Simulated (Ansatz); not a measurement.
Take KMgF$_{3}$ in the cubic perovskite structure (space group Pm-3m, No. 221; a = 3.9913 Å) as the base. Axes: x, y, z lie along the cube axes.

Calculations: PBEsol/PAW in Ansatz (a program for electronic structure), no SOC.

Strains are applied to the cell and any free atomic positions relax.

One change was made to it. Results:

The smallest direct gap decreases by 0.01 eV, from 7.44 eV to 7.43 eV; the pressure (mean of the normal stresses, compression positive) is still 0.01 GPa.

### Question
What was done to the base?
A) tensor shear ε_xy = +1.67 %
B) tensor shear ε_xy = +1.33 %
C) tensor shear ε_xy = +0.33 %

### Answer
C, tensor shear ε_xy = +0.33 %. For comparison, the smallest direct gap in the other runs: tensor shear ε_xy = +1.67 % gives 7.36 eV; tensor shear ε_xy = +1.33 % gives 7.38 eV.

Whether these cells are dynamically stable was not tested.
